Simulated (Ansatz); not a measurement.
A computed series for ZnS: pressure series

Take ZnS in the wurtzite structure (space group P6_3mc, No. 186; a = 3.782 Å, c = 6.208 Å) as the base.

Cell and atoms are relaxed at each pressure.

The values are results of PBEsol (Ansatz, a program for electronic structure, PAW, without spin-orbit coupling), not measurements.

Candidates:
(a) pressure 9 GPa
(b) pressure 1.8 GPa
(c) pressure −1 GPa

Base values:

- Width of the top valence band = 2.24 eV

Question: Order them by width of the top valence band, lowest first.

Answer: (c) pressure −1 GPa (2.19 eV), (b) pressure 1.8 GPa (2.31 eV), (a) pressure 9 GPa (2.58 eV)

The levels and masses belong to the bands next to the band gap. Load acts through the strain it causes; cell and atoms are relaxed under it. Stability against distortions was not tested. Tetrahedral semiconductors of this kind turn to denser phases somewhere between about 1 and 50 GPa; those were not computed, so compressed cells here can lie past the real transition.
